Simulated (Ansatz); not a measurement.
For Sr₄N₂O (model structure, started from the Ca4P2O type, I4/mmm, No. 139, 7 atoms in the cell), PBE (plane waves, PAW; Ansatz, a program for electronic structure) gives:

| Item | Value |
|---|---|
| equilibrium lattice constant a | 4.704 Å |
| lattice parameter c | 13.819 Å |
| bulk modulus B0 | 56.0 GPa |
| cohesive energy | 3.69 eV/atom |

Task: What does r²SCAN (Ansatz, PAW) give for the same quantities?

Result: 
- lattice constant a: 4.658 Å (shrinks by 1.0 %)
- lattice parameter c: 13.758 Å (falls by 0.4 %)
- bulk modulus: 63.2 GPa (increases by 13 %)
- cohesive energy: 3.80 eV/atom (goes up by 0.11 eV/atom)

Changes are worked out from the printed values.

Unless a cell is named, each level is at its own relaxed cell (PBE 21.84, r²SCAN 21.32 Å³/atom).

Caveats: the bulk modulus is −V dP/dV from two relaxed cells at ±2 % in volume (PBE, r²SCAN). Ansatz's density-functional and Hartree–Fock values are scalar-relativistic unless marked +SOC, with PAW data made under PBE.

A model structure was made by putting elements into a prototype or built by hand; it is no filed structure, need not be a known phase, and can be a saddle point held by its symmetry.
